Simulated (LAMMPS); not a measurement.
Simulation of SiO2 (stishovite, a high-pressure form), 1050 atoms, at 1440 K and 2 GPa, heated as the crystal.

All values are model results, not measurements: classical MD, pair style vashishta, file SiO.1990.vashishta, run in LAMMPS.

```
angle (°)  probability per degree, O-Si-O  probability per degree, Si-O-Si
---------  ------------------------------  -------------------------------
79.50                              0.0000                           0.0000
82.50                              0.0001                           0.0000
85.50                              0.0003                           0.0000
88.50                              0.0009                           0.0000
91.50                              0.0036                           0.0000
94.50                              0.0098                           0.0000
97.50                              0.0193                           0.0000
100.5                              0.0323                           0.0001
103.5                              0.0430                           0.0003
106.5                              0.0481                           0.0005
109.5                              0.0443                           0.0013
112.5                              0.0399                           0.0030
115.5                              0.0309                           0.0039
118.5                              0.0221                           0.0083
121.5                              0.0151                           0.0133
124.5                              0.0094                           0.0181
127.5                              0.0060                           0.0209
130.5                              0.0035                           0.0277
133.5                              0.0022                           0.0327
136.5                              0.0013                           0.0331
139.5                              0.0007                           0.0289
142.5                              0.0003                           0.0254
145.5                              0.0001                           0.0236
148.5                              0.0001                           0.0195
151.5                              0.0000                           0.0163
154.5                              0.0001                           0.0139
157.5                              0.0000                           0.0109
160.5                              0.0000                           0.0093
163.5                              0.0000                           0.0060
166.5                              0.0000                           0.0068
169.5                              0.0000                           0.0046
172.5                              0.0000                           0.0026
175.5                              0.0000                           0.0018
178.5                              0.0000                           0.0005
```

The data show:
- state found: solid that has left the starting structure; no diffusion seen in 30 ps
- most common O-Si-O angle: at the 3° bin centred on 106.5°, after smoothing over three bins (mean of all 109°)
- most common Si-O-Si angle: at the 3° bin centred on 136.5°, after smoothing over three bins (mean of all 140°)

Caution: enthalpy drifts during the constant-pressure average: a transition or slow ageing; fluctuation values are void. Caution: with SiO.1990.vashishta the 0 K volume of this crystal is 30 % off the measured one.
